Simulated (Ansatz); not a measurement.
The starting structures come from a database of crystals and need not be the phases stable at ambient conditions.

 Where the default PAW files enter, the runs use the earlier of Ansatz's two default sets.

Consider the following.

```yaml
crystal:
  lattice:
    - [4.03381, 0.00000, 0.00000]
    - [0.02304, 5.71276, 0.00000]
    - [0.01152, 2.85638, 2.84826]
  atoms:
    - { symbol: Ba, position: [0.99986, 0.99986, 0.00000] }
    - { symbol: Ti, position: [0.48667, 0.48667, 0.00000] }
    - { symbol: O, position: [0.02028, 0.51105, 0.00000] }
    - { symbol: O, position: [0.51105, 0.51105, 0.50923] }
    - { symbol: O, position: [0.51105, 0.02028, 0.49077] }
```

Space group of this cell: R3m. The cell is taken as given; by r2SCAN its mean pressure is -1.8 GPa.

All values below come from r2SCAN (plane waves, PAW; Ansatz, a program for electronic structure).

The current runs along the normal of the first two printed vectors; no spin-orbit coupling. Scaled by the factor s: all lengths (ions clamped). The meshes follow the cell: 12×12×12 and 8×6 across at s = 0.98, 10×10×10 and 8×6 across at s = 1.00, 10×10×10 and 8×6 across at s = 1.02.

```csv
s,mean pressure (GPa),band gap (eV)
0.98,9.8,2.94
1.00,-1.8,2.76
1.02,-10.4,?
```

### Question
Take the slope of the band gap against ln s from the two given rows, extrapolate to s = 1.02, and say what the run there gives.

### Answer
Slope = (2.94 − 2.76) / ln 0.98 = -8.91 eV. The line gives 2.76 + (-8.91) × ln 1.02 = 2.58 eV. The run gives 2.58 eV, as the line does.
